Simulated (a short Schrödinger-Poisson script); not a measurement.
Stack: MOS inversion layer, SiO2 on p-type GaN, at 300 K.

```
layer  material  thickness (nm)  Na (cm⁻³)
-----  --------  --------------  ---------
1          SiO2             3.5          -
2           GaN             940     4.4e17
```

The device is made up for the run: typed textbook-type constants, with dimensions and the other settings drawn at random. SiO2: permittivity 3.9, conduction-band edge (eV) 3.2, gap (eV) 9, electron mass (mₑ) 0.5. GaN: permittivity 9.5, conduction-band edge (eV) 0, gap (eV) 3.43, Nv at 300 K (cm⁻³) 4.6e19.

Channel valleys (confinement mass, in-plane density-of-states mass, number): Γ 0.2, 0.2, 1. At the gate the conduction-band edge of layer 1 lies 3.5 eV − eVg above the Fermi level of the channel; the field vanishes at the back. Gaps are held at their typed values at every temperature. Mesh 0.03 nm at interfaces.

From a short Schrödinger-Poisson script (our own, NumPy): 1D Poisson equation in equilibrium, electrons quantum, Hartree (BenDaniel-Duke, 12 states a valley, the channel's in-plane mass for all, wave functions ending at the dielectric), parabolic valleys, classical holes, full ionisation, no traps, pinning or gate leakage.

The same stack at other levels of the model or other numerical settings:

```tsv
run	sheet density of all electrons at Vg = 3.15 V (cm⁻²)	sheet density of all electrons at Vg = 1.35 V (cm⁻²)	capacitance at Vg = 3.15 V (μF/cm²)	centroid of the channel electrons at Vg = 3.15 V (nm)	rough cost against the base
base	9.76e12	9.04e11	0.816	1.72	about 1
electrons treated as classical, Boltzmann	1.26e13	1.96e12	0.965	0.22	0.05
electrons treated as classical, Fermi-Dirac	1.09e13	1.62e12	0.853	0.87	0.3
electrons treated as quantum, Hartree plus LDA exchange-correlation	1.01e13	1.03e12	0.824	1.68	2
mesh six times as coarse	9.76e12	9.05e11	0.816	1.72	0.2
one subband a valley	9.76e12	9.04e11	0.815	1.72	0.6
```

The classical rows ignore confinement, and Boltzmann statistics overrate the density once the band edge passes the Fermi level.

In real p-type GaN the Mg acceptor is only partly ionised, and so wide a gap doesn't supply an inversion layer without source and drain.
